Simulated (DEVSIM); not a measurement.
## illuminated Si n-on-p cell, one wavelength

System: illuminated Si n-on-p cell, one wavelength, at 300 K.

```tsv
layer (left to right)	material	thickness (μm)	Nd (cm⁻³)	Na (cm⁻³)	τn (s)	τp (s)	absorption coefficient (cm⁻¹)
1	Si	0.0510	2.4e18	-	1.7e-6	4.9e-5	5800
2	Si	41.0	-	2.8e15	6.4e-5	6.4e-5	5800
```

Left contact: ohmic, minority hole recombination velocity 300 cm/s. Right contact: ohmic, minority electron recombination velocity 200 cm/s. Voltage is applied to the left contact. Recombination: SRH at mid-gap, radiative, Auger. Light enters at the left, 1.9e17 photons cm⁻² s⁻¹, one pass, no reflection. Mobility is constant in doping.

The device is made up for the run: typed textbook-type constants, with dimensions and the other settings drawn at random. Values at 300 K.

| parameter | Si |
|---|---|
| gap (eV) | 1.124 |
| affinity (eV) | 4.05 |
| permittivity | 11.7 |
| Nc (cm⁻³) | 2.86e19 |
| Nv (cm⁻³) | 3.1e19 |
| μn (cm²/Vs) | 1417 |
| μp (cm²/Vs) | 470 |
| B (cm³/s) | 4.7e-15 |
| Cn (cm⁶/s) | 2.8e-31 |
| Cp (cm⁶/s) | 9.9e-32 |

Simulated with DEVSIM: 1D drift-diffusion, Boltzmann statistics, complete ionisation; no tunnelling, impact ionisation, image-force lowering or self-heating.

```yaml
potential_step_across_the_device_at_zero_bias: 0.819 V
largest_field_in_the_device_at_zero_bias: 87000 V/cm
Dark forward voltage at 1 A/cm²: 0.708 V
Dark forward voltage at 100 A/cm²: 0.843 V
short_circuit_current: 30.4 mA/cm²
open_circuit_voltage: 0.612 V
fill_factor: 0.83
largest_power: 15.4 mW/cm²
share_of_generated_pairs_collected_at_short_circuit: 0.999
```

Dark reverse current:

| V (V) | J (A/cm²) |
|---|---|
| 0.04 | 5.5e-11 |
| 0.10 | 1.1e-10 |
| 0.20 | 1.8e-10 |
| 0.30 | 2.4e-10 |
| 0.40 | 2.9e-10 |
| 0.60 | 4.0e-10 |
| 0.80 | 4.9e-10 |
| 1.00 | 5.7e-10 |
| 1.30 | 6.8e-10 |
| 1.60 | 7.9e-10 |
| 2.00 | 9.1e-10 |

Dark forward current:

```
V (V)  J (A/cm²)
-----  ---------
-0.05   -1.4e-10
-0.10   -5.5e-10
-0.20    -8.0e-9
-0.25    -3.9e-8
-0.35    -1.4e-6
-0.40    -9.3e-6
-0.50   -0.00043
-0.55    -0.0030
-0.65      -0.12
-0.70      -0.75
-0.80        -26
-0.85       -130
-0.95      -1800
-1.00      -4800
```
